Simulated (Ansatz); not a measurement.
Given:

```
CELL_PARAMETERS angstrom
      0.00000     2.65244     2.65244
      2.65244     0.00000     2.65244
      2.65244     2.65244     0.00000
ATOMIC_POSITIONS crystal
  Li 0.00000 0.00000 0.00000
  Cl 0.50000 0.50000 0.50000
```

No spin polarisation.

The values are results of PBE/PAW in Ansatz (an electronic-structure program), no spin-orbit coupling, not measurements. Settings: 11×11×11 k-points, 0.05 eV Fermi–Dirac smearing.

Problem. Predict the electron mass, gap character, band gap and space group.

Solution. 
```json
{
 "electron_mass": "0.46 mₑ (at Γ)",
 "gap_character": "direct at Γ",
 "band_gap": "5.79 eV",
 "space_group": "Fm-3m (No. 225)"
}
```

The cells carry an imposed strain or load. Masses are band curvatures over ±0.01 Å⁻¹ around the edge. Whether these cells are dynamically stable was not tested. The cell was made from LiCl in the rock salt structure (space group Fm-3m, No. 225) by this change: isotropic strain +3.00 %.
